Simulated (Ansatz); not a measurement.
**WSi2: biaxial strain +0.51 %, plane normal [001], relaxed out of plane**

The reference is WSi2 (space group I4/mmm, No. 139; a = 3.211 Å, c = 7.805 Å; relaxed with 0.1 eV smearing). Axes: x, y, z lie along a, b, c of the conventional cell.

Perturbation: biaxial strain +0.51 %, plane normal [001], relaxed out of plane (Cartesian); in-plane vectors clamped, the third vector and the atoms free.

Computed with r2SCAN (Ansatz, a program for electronic structure), spin-orbit coupling left out. k-mesh 25×25×25 (Γ-centred); smearing 0.1 eV (Fermi–Dirac).

The volume per atom grows by 0.11 Å³ (13.42 Å³ → 13.53 Å³) and the space group is still I4/mmm (No. 139). The shortest interatomic distance shrinks by 0.006 Å to 2.572 Å and the pressure (mean of the normal stresses, compression positive) goes from zero to -1.8 GPa. The band gap remains zero and the out-of-plane strain amounts to -0.17 %. The mean in-plane stress (compression positive) is -2.7 GPa.

No phonon test of stability was made. All final runs are without spin polarisation.
